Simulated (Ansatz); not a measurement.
Consider ZrO$_{2}$ (space group P4_2/nmc, No. 137).

```
CELL_PARAMETERS angstrom
      3.62104     0.00000     0.00000
      0.00000     3.62104     0.00000
      0.00000     0.00000     5.28293
ATOMIC_POSITIONS crystal
  Zr 0.00000 0.00000 0.00000
  Zr 0.50000 0.50000 0.50000
  O  0.00000 0.50000 0.19276
  O  0.00000 0.50000 0.69276
  O  0.50000 0.00000 0.30724
  O  0.50000 0.00000 0.80724
```

Cartesian axes are those of the cell as printed.

Calculations: plane-wave PAW DFT at the PBE level (Ansatz, a quantum-chemistry and plane-wave program, 420 eV), no SOC.

Strains are applied to the cell and any free atomic positions relax; under biaxial strain the out-of-plane vector relaxes too.

One change was made to it. Results:

| quantity | base | after |
|---|---|---|
| band gap | 4.04 eV | 3.38 eV |
| shortest interatomic distance | 2.077 Å | 2.111 Å |

Question: Name the change that was made.
A. biaxial strain +1.95 %, plane normal [001], relaxed out of plane
B. isotropic strain −2.74 %
C. isotropic strain +2.75 %
D. biaxial strain +3.48 %, plane normal [001], relaxed out of plane
E. biaxial strain −4.02 %, plane normal [001], relaxed out of plane

Answer: D, biaxial strain +3.48 %, plane normal [001], relaxed out of plane. For comparison, the band gap in the other runs: isotropic strain −2.74 % gives 4.10 eV; biaxial strain −4.02 %, plane normal [001], relaxed out of plane gives 4.36 eV; isotropic strain +2.75 % gives 3.75 eV; biaxial strain +1.95 %, plane normal [001], relaxed out of plane gives 3.66 eV.

No phonon test of stability was made. This is not the structure that ZrO2 has at room temperature and ambient pressure.
